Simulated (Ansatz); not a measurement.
```xyz
16
Lattice="18.0000 0.0000 0.0000 0.0000 18.0000 0.0000 0.0000 0.0000 3.1000" Properties=species:S:1:pos:R:3 pbc="T T T"
Si    12.2587     9.8797     1.5500
C     12.0323    10.7533     3.1000
Si    10.6822    11.9262     3.1000
C      9.9043    12.3839     1.5500
Si     8.1203    12.2587     1.5500
C      7.2467    12.0323     3.1000
Si     6.0738    10.6822     0.0000
C      5.6161     9.9043     1.5500
Si     5.7413     8.1203     1.5500
C      5.9677     7.2467     0.0000
Si     7.3178     6.0738     3.1000
C      8.0957     5.6161     1.5500
Si     9.8797     5.7413     1.5500
C     10.7533     5.9677     0.0000
Si    11.9262     7.3178     3.1000
C     12.3839     8.0957     1.5500
```

Method: PBE (plane waves to 420 eV, PAW; Ansatz, a first-principles code). Mesh 1×1×10. No spin polarisation. It repeats along c; a and b span vacuum. A hypothetical model, rolled from the flat sheet. Symmetry and one short period hold its shape; lower forms weren't sought.

Problem. Tabulate the two highest filled and two lowest empty levels along the axis, from the valence top.

Solution. 
```tsv
k (2π/c)	v2 (eV)	v1 (eV)	c1 (eV)	c2 (eV)
0.000	-1.32	-0.54	2.61	2.89
0.042	-1.29	-0.51	2.64	2.89
0.083	-1.23	-0.45	2.75	2.91
0.125	-1.13	-0.35	2.90	2.93
0.167	-1.01	-0.25	2.94	3.10
0.208	-0.87	-0.14	2.93	3.33
0.250	-0.71	-0.04	2.87	3.28
0.292	-0.57	0.00	2.80	3.03
0.333	-0.46	-0.04	2.74	2.77
0.375	-0.43	-0.20	2.50	2.51
0.417	-0.51	-0.47	2.19	2.19
0.458	-0.71	-0.71	1.97	1.97
0.500	-0.74	-0.74	1.89	1.89
```
